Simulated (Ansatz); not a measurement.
Take ZnGeP2 in the chalcopyrite structure (space group I-42d, No. 122) as the base.

```
ZnGeP2
1.0
   -2.71210     2.71210     5.35473
    2.71210    -2.71210     5.35473
    2.71210     2.71210    -5.35473
Zn Ge P
2 2 4
Direct
  0.75000   0.25000   0.50000
  0.00000   0.00000   0.00000
  0.25000   0.75000   0.50000
  0.50000   0.50000   0.00000
  0.12667   0.12500   0.50167
  0.62333   0.62500   0.49833
  0.37500   0.87333   0.99833
  0.87500   0.37667   0.00167
```

Method: plane-wave PAW DFT at the PBEsol level (Ansatz, a quantum-chemistry and plane-wave program, 420 eV), no spin-orbit coupling.

Carriers are added at fixed cell with a uniform background; the Fermi–Dirac width is that of 300 K.

One change was made to it. Results:

```json
[
 {"quantity": "Fermi level relative to the doped band's edge (positive inside the band; to 0.05 eV)", "base": "–", "after": "+0.75 eV"},
 {"quantity": "gap character", "base": "indirect, Γ → M–S (33 % along)", "after": "indirect, Γ → M–S (33 % along)"},
 {"quantity": "gap between the host's bands", "base": "1.07 eV", "after": "1.19 eV"}
]
```

Problem. Which change produced these results?
(A) electrons 1.0×10^22 cm⁻³
(B) holes 7.0×10^21 cm⁻³
(C) holes 1.0×10^22 cm⁻³
(D) holes 3.0×10^21 cm⁻³

Solution. B, holes 7.0×10^21 cm⁻³. For comparison, the gap between the host's bands in the other runs: holes 3.0×10^21 cm⁻³ gives 1.12 eV; holes 1.0×10^22 cm⁻³ gives 1.24 eV; electrons 1.0×10^22 cm⁻³ gives 0.84 eV.

Carriers are added with a uniform compensating background; total energy and stress of such cells depend on the potential's zero and are not compared; many-body gap narrowing is missing at this level. Gaps are Kohn–Sham eigenvalue differences; semilocal functionals usually give less than the measured gap. Stability against distortions was not tested.
